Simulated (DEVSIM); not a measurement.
Device: abrupt Si p-n junction, at 450 K.

Layer 1 from the left is Si, thickness (μm) 0.330, Na (cm⁻³) 3.7e16, τn (s) 8.5e-6, τp (s) 8.5e-6. Layer 2 from the left is Si, thickness (μm) 31.0, Nd (cm⁻³) 8.9e16, τn (s) 8.5e-6, τp (s) 8.5e-6.

Left contact: ohmic. Right contact: ohmic. Voltage is applied to the left contact. Recombination: SRH at mid-gap, radiative, Auger. Mobility is μmin + (μ − μmin)/(1 + (N/Nref)^α).

This is a model device: material constants are rounded textbook-type values typed into the input, and sizes, dopings and lifetimes were drawn at random. Values at 300 K; Nc and Nv go as T^1.5, mobilities as T to minus their exponent, the gap by Varshni's rule with the affinity fixed.

Si: gap (eV) 1.124, affinity (eV) 4.05, permittivity 11.7, Nc (cm⁻³) 2.86e19, Nv (cm⁻³) 3.1e19, μn (cm²/Vs) 1417, μp (cm²/Vs) 470, μn,min 52, μp,min 45, Nref,n 9.7e16, Nref,p 2.2e17, αn 0.68, αp 0.72, T exponent of μn 2.3, T exponent of μp 2.2, B (cm³/s) 4.7e-15, Cn (cm⁶/s) 2.8e-31, Cp (cm⁶/s) 9.9e-32, Varshni α (eV/K) 0.000473, Varshni β (K) 636.

Task: Estimate by hand the built-in potential, the peak field at zero bias, the capacitance at -2 V, and compare with a numerical solution.

Result: 
- Built-in potential: ni = √(Nc Nv) exp(−Eg/2kT) = 4.82e13 cm⁻³ with Eg = 1.081 eV; Vbi = kT/q ln(Na Nd/ni²) = 0.549 V; numerical 0.549 V.
- Peak field at zero bias: depletion approximation: W = √(2εVbi/(qN)) = 0.165 μm with N = 2.61e16 cm⁻³; field = 2Vbi/W = 66600 V/cm; numerical 61800 V/cm (estimate above by 7.7 %).
- Capacitance at -2 V: C = √(qεN / 2(Vbi + |V|)) = 29.2 nF/cm²; numerical 29.6 nF/cm² (estimate below by 1.5 %).

DEVSIM, 1D drift-diffusion, Boltzmann statistics, complete ionisation; no tunnelling, impact ionisation, image-force lowering or self-heating.
